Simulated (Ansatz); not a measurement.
# Br on the 1x1 (111) surface of fcc Ni, ferromagnetic, one in a 2x2 cell, started at the site 'hollow Ni-Ni-Ni over Ni at depth 2.0 Å'

The numbers are results of PBE (plane waves to 420 eV, PAW; Ansatz, a quantum-chemistry and plane-wave program), not measurements.

Slab: 17 atoms, 6.0 Å thick at the start under the adsorbate (thin: gaps and levels are the slab's own); k 7x7x1, smearing 0.1 eV, dipole-corrected; 8 atoms held, the rest relaxed; held to the start's symmetry, so lower structures may exist; spin-polarised, no spin-orbit, no U, no dispersion correction. At the end it is bonded to 3 Ni. In PBE this state lies 0.04 eV over the lowest of the starts that converged ('bridge Ni-Ni (span 2.5 Å)').

| Item | Result |
|---|---|
| adsorption energy against ½ Br2(g) | -1.85 eV |
| work function of the top face | 4.75 eV |
| change of the work function | -0.32 eV |
| change of the step from the bottom to the top vacuum level, against the clean slab | -0.32 eV |
| energy released by relaxation | 0.041 eV |
| height of the binding atom over the mean of the host atoms within 0.3 Å of the top one | 1.981 Å |
| magnetic moment of the cell | 10.57 μB |
| nearest host atoms of the binding atom | Ni at 2.44 Å, Ni at 2.44 Å, Ni at 2.44 Å |
| largest move of a host atom | 0.06 Å |
| cost | about 9 core-minutes (a rough figure) |

A negative adsorption energy means that the adsorbate is more stable on the surface than in its reference.
